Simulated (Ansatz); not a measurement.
Ansatz (a first-principles code), DFT, PBE, plane waves, its default PAW files: diamond-structure Si, 2 atoms. Basis and mesh were picked for this test and aren't claimed converged.

Ansatz 0.2 input:
```yaml
crystal:
  lattice:
    - [0.0, 2.7155, 2.7155]
    - [2.7155, 0.0, 2.7155]
    - [2.7155, 2.7155, 0.0]
  atoms:
    - { symbol: Si, position: [0.0, 0.0, 0.0] }
    - { symbol: Si, position: [0.25, 0.25, 0.25] }
kpoints:
  mp_grid: { grid: [12, 12, 12] }
hamiltonian:
  xc: pbe
  pseudopotentials: { kind: paw }
scf:
  occupations: { method: fixed }
output:
  forces: true
```

The program reports k-points after symmetry: 72, bands at the start: 8, electrons: 8, plane waves at Γ: 749, cutoff (eV): 420, FFT grid: 27×27×27, symmetry operations: 48.

Hardware: AMD EPYC (Zen 5), 96 cores on 1 socket, no SMT, 12 L3 cache groups.

Times are wall-clock medians of two to five runs, from launch to exit, with nothing else on the machine. Unless noted, each process is bound to its own block of adjacent cores. Build: release build for x86-64 with AVX-512, one process with threads. Other compilers and libraries give other times. Scratch files lie in a memory file system.

Measured:

```csv
cores,layout,wall time
1,1 thread,0.437 s
4,4 threads,0.185 s
8,8 threads,0.147 s
16,16 threads,0.142 s
24,24 threads,0.145 s
32,32 threads,0.156 s
48,48 threads,0.174 s
```

### Question
Fit T(p) = s + w/p to these times and predict the runs with 2 threads and with 64 threads. How well does the fit hold?

### Answer
A fit of relative deviations gives s = 0.135 s and w = 0.261 core-seconds; it misses the rows shown by at most 24 %.

```csv
cores,layout,fit,measured,measured against fit
2,2 threads,0.265 s,0.272 s,+3 %
64,64 threads,0.139 s,0.193 s,+39 %
```

Efficiency, counted from 1 core, stays above one half up to 4 cores and is 37 % at 8. The shortest time, 0.14 s, comes at 16 cores (8, 24: level within 8 % or the scatter of repeats); at 96 the run, laid out as 96 threads, is slower again (0.23 s). What the program resolved moves too: eigensolver slots from 16 to 72. The share that grows most is that of start and exit outside the program's clock: from 11 % of the time on 1 core to 37 % on 96. The largest part on 96 cores, start and exit outside the program's clock, takes 0.046 s on 1 and 0.084 s there.
